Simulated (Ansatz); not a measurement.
Effective masses and thermopower of ZnO under load (space group P6_3mc)

Here is the system:

```
CELL_PARAMETERS angstrom
      3.16548     0.00000     0.00000
     -1.58274     2.74139     0.00000
      0.00000     0.00000     5.11100
ATOMIC_POSITIONS crystal
  Zn 0.66667 0.33333 0.50076
  Zn 0.33333 0.66667 0.00076
  O  0.66667 0.33333 0.87955
  O  0.33333 0.66667 0.37955
```

Level of theory: PBEsol with spin-orbit coupling, rigid bands (plane waves, PAW; Ansatz, a first-principles code). Condition of this run: hydrostatic pressure 10 GPa (the target of the relaxation). How the cell was made: cell and atoms relaxed with PBEsol, then loaded as said.

```json
{
  "band_gap": "0.77 eV",
  "electron conductivity mass (300 K, dilute)": "0.168 mₑ",
  "hole conductivity mass (300 K, dilute)": "1.73 (x), 1.73 (y), 2.7 (z) mₑ",
  "effective density of states N_c (300 K)": "1.6e18 cm⁻³",
  "effective density of states N_v (300 K)": "6.8e19 cm⁻³",
  "density_of_states_mass_electrons": "0.160 mₑ",
  "density_of_states_mass_holes": "1.95 mₑ",
  "Seebeck coefficient, n-type 1e19 cm⁻³, 300 K": "-99 μV/K",
  "best n-type power factor at 300 K for τ = 10 fs (best axis; densities from 1e16 to 1e21 cm⁻³ tried, whether or not they can be reached)": "1.49 μW/(cm·K²) at 1e19 cm⁻³",
  "Seebeck coefficient, p-type 1e19 cm⁻³, 300 K": "424 μV/K"
}
```

Rigid bands; masses and Seebeck coefficients take one relaxation time τ for all states and one kind of carrier; polarons and phonon drag are left out.
